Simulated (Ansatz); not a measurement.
Worked example: zone-centre phonon calculation of Cu₅Ge₂ (R-3m, 7 atoms in the cell) in Ansatz (a program for electronic structure).

Method: LDA (PW92), default PAW files made with PBE (plane waves; Ansatz).

```xyz
7
Lattice="2.0638 1.1915 6.6784 -2.0638 1.1915 6.6784 0.0000 -2.3830 6.6784" Properties=species:S:1:pos:R:3 pbc="T T T"
Cu     0.0000     0.0000    12.4816
Cu     0.0000     0.0000     7.5536
Cu     0.0000     0.0000     2.5348
Cu     0.0000     0.0000    17.5003
Cu     0.0000     0.0000     0.0000
Ge     0.0000     0.0000     4.9767
Ge     0.0000     0.0000    15.0584
```

Reference input (self-consistent single point, DFT, r2SCAN, plane waves, default PAW files made with PBE): basis.ecutwfc = 500 eV; kpoints.mp_grid.grid = 6 6 6; hamiltonian.xc = r2scan; hamiltonian.pseudopotentials = {kind: paw} (the program's default PAW files); scf.occupations.method = cold; scf.occupations.width = 0.136 eV. This run's input differs from it in these lines:

Ansatz 0.2 input:
```diff
@@ -15,3 +15,3 @@
 basis:
-  ecutwfc: 500.0
+  ecutwfc: 295.0
 kpoints:
@@ -20,3 +20,3 @@
 hamiltonian:
-  xc: r2scan
+  xc: lda
   pseudopotentials:
@@ -27,6 +27,4 @@
     width: 0.136
-output:
-  forces: true
-  eigenvalues: true
-  stress: true
+phonons:
+  method: dfpt
```

The program printed (abridged):

```
SCF iter   1: F=—  HF=-41207.383495 eV  |F-HF|=—  |Δ(HF+E_count)|=         —  Δρ=2.14e-2  dr2=1.86e-1  ethr=1.77e-3  ⟨swp⟩=5.1  Hψ=15284  notcnv=0  defer=91
all-band conjugate gradients solve this SCF's bands
preconditioner: auto → LDOS
SCF iter   2: F=—  HF=-41208.631073 eV  |F-HF|=—  |Δ(HF+E_count)|=    1.25e0  S|Δr|=    0.00e0  Δρ=1.00e-1  dr2=5.53e0  ethr=1.51e-4  ⟨swp⟩=3.0  Hψ=11791  notcnv=0  defer=369
   [... lines left out ...]
SCF iter  11: F=—  HF=-41207.118819 eV  |F-HF|=—  |Δ(HF+E_count)|=   2.27e-9  S|Δr|=    0.00e0  Δρ=8.25e-7  dr2=6.77e-10  ethr=1.42e-11  ⟨swp⟩=2.0  Hψ=6014  notcnv=0  defer=229
SCF iter  12: F=—  HF=-41207.118819 eV  |F-HF|=—  |Δ(HF+E_count)|=  1.46e-10  S|Δr|=    0.00e0  Δρ=1.23e-7  dr2=1.20e-11  ethr=1.00e-12  ⟨swp⟩=2.4  Hψ=7116  notcnv=0  defer=229
SCF iter  13: F=-41207.118819 eV  HF=-41207.118819 eV  |F-HF|=7.28e-12  |Δ(HF+E_count)|=  7.28e-12  S|Δr|=    0.00e0  Δρ=2.60e-8  dr2=2.90e-13  ethr=1.00e-12  ⟨swp⟩=9.5  Hψ=22068  notcnv=0
SCF 1 converged in 13 iterations: F = -41207.118819 eV  dr2 = 2.90e-13
DFPT response loops at Γ: preconditioner auto → Kerker (q_TF=auto, 2.831 Å⁻¹) (partly filled bands, converged f_vac=0.038) …
Stability not checked (fill_not_monotonic)
Free energy (F): -41207.118819 eV
Internal energy: -41207.119190 eV  (E = F + TS)
E sigma→0 (E₀):  -41207.118943 eV
Entropy (-TS):   0.000371 eV (0.053 meV/atom)
Fermi energy:    13.878212 eV
   [... lines left out ...]
  ASR residual per site (eV/Å²): 7.19e-5 7.19e-5 4.36e-5 4.36e-5 1.30e-4 4.91e-5 4.91e-5
  Γ frequencies (cm⁻¹): 0.00 0.00 0.00 31.77 31.77 48.89 48.89 83.46 90.67 106.24 106.24 113.32 143.66 143.66 144.26 165.59 165.59 171.06 171.06 185.35 191.20
  non-analytic LO–TO correction: not included (Born effective charges unavailable; polar crystals: no LO–TO splitting at Γ)
```

The run converged in 13 iterations. 

Summary of the result:
- Free energy E − TS (on the zero of these files) = -41207.1188 eV
- Fermi level (on the code's own zero) = 13.88 eV
- Zone-centre frequencies (cm⁻¹; negative means imaginary) = 0, 0, 0, 32, 32, 49, 49, 83, 91, 106, 106, 113, 144, 144, 144, 166, 166, 171, 171, 185, 191

The starting cell comes from a database of computed structures (which also holds hypothetical and non-ambient phases and stackings), without a prior relaxation at this level. Spin polarisation is off. The cutoff lies below the one recommended for these files.

Cost on one core of a shared machine: roughly 9 min.
